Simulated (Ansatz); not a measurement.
**A computed series for CuAu: response to strain**

Take CuAu (space group P4/mmm, No. 123; a = 2.8694 Å, c = 3.6452 Å; relaxed with 0.1 eV smearing) as the base. Axes: x, y, z lie along a, b, c of the conventional cell.

Strains are applied to the cell and any free atomic positions relax; under biaxial strain the out-of-plane vector relaxes too.

The values are results of PBE (Ansatz, a quantum-chemistry and plane-wave program; PAW; 420 eV plane waves; no spin-orbit coupling), not measurements.

Candidates:
(a) biaxial strain −0.50 %, plane normal [001], relaxed out of plane
(b) biaxial strain +0.50 %, plane normal [001], relaxed out of plane
(c) biaxial strain −3.00 %, plane normal [001], relaxed out of plane

Order them by out-of-plane strain, lowest first.

(b) biaxial strain +0.50 %, plane normal [001], relaxed out of plane (-0.90 %), (a) biaxial strain −0.50 %, plane normal [001], relaxed out of plane (+0.87 %), (c) biaxial strain −3.00 %, plane normal [001], relaxed out of plane (+5.05 %)

No phonon test of stability was made. All final runs are without spin polarisation.
